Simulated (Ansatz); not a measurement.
The parent structure is Ti in the hcp (Mg type) structure (space group P6_3/mmc, No. 194; a = 2.9359 Å, c = 4.6364 Å). Axes: x lies along a and z along c of the hexagonal cell.

Method: r2SCAN, PAW, 500 eV (Ansatz, an electronic-structure program; no spin-orbit coupling).

Base values:

```
Quantity                         Value
-----------------------------  -------
Pressure                       0.0 GPa
Shortest interatomic distance  2.872 Å
Band gap                          zero
```

Modification: uniaxial strain ε_xx = −0.39 %, all other strain components held at zero, atoms relaxed at fixed cell.

What does the calculation give for the pressure, shortest interatomic distance, energy relative to the base and band gap after the change?

The pressure (mean of the normal stresses, compression positive) goes from zero to 0.5 GPa; the shortest interatomic distance shrinks by 0.006 Å to 2.866 Å; the energy hardly moves; the band gap stays zero.

Without a gap, meshes like the base's 18×18×10 leave anisotropic stresses uncertain by several tenths of a GPa, and small strain energies with them. Whether these cells are dynamically stable was not tested. The final runs are not spin-polarised.
